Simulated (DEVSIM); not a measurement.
Structure: abrupt Si n-p junction, at 350 K.

| layer (left to right) | material | thickness (μm) | Nd (cm⁻³) | Na (cm⁻³) | τn (s) | τp (s) |
|---|---|---|---|---|---|---|
| 1 | Si | 7.40 | 6.3e16 | - | 1.5e-7 | 1.5e-7 |
| 2 | Si | 100 | - | 3.1e16 | 1.5e-7 | 1.5e-7 |

Left contact: ohmic. Right contact: ohmic. Voltage is applied to the left contact. Recombination: SRH at mid-gap. Gap narrowing is on: ΔEg = 6.92 meV × (l + √(l² + 0.5)), l = ln(N/1.3e17 cm⁻³), shared equally by both band edges. Mobility is μmin + (μ − μmin)/(1 + (N/Nref)^α).

This is a model device: material constants are rounded textbook-type values typed into the input, and sizes, dopings and lifetimes were drawn at random. Values at 300 K; Nc and Nv go as T^1.5, mobilities as T to minus their exponent, the gap by Varshni's rule with the affinity fixed.

```csv
parameter,Si
gap (eV),1.124
affinity (eV),4.05
permittivity,11.7
Nc (cm⁻³),2.86e19
Nv (cm⁻³),3.1e19
μn (cm²/Vs),1417
μp (cm²/Vs),470
"μn,min",52
"μp,min",45
"Nref,n",9.7e16
"Nref,p",2.2e17
αn,0.68
αp,0.72
T exponent of μn,2.3
T exponent of μp,2.2
Varshni α (eV/K),0.000473
Varshni β (K),636
```

Simulated with DEVSIM: 1D drift-diffusion, Boltzmann statistics, complete ionisation; no tunnelling, impact ionisation, image-force lowering or self-heating.

**Question.** Give the small-signal capacitance in reverse bias (quasi-static).

**Answer.** 
```
V (V)  C (nF/cm²)
-----  ----------
0.2          45.3
0.5          38.9
1            32.4
1.5          28.4
2            25.6
3            21.8
4            19.3
5            17.5
6.5          15.5
8            14.1
```
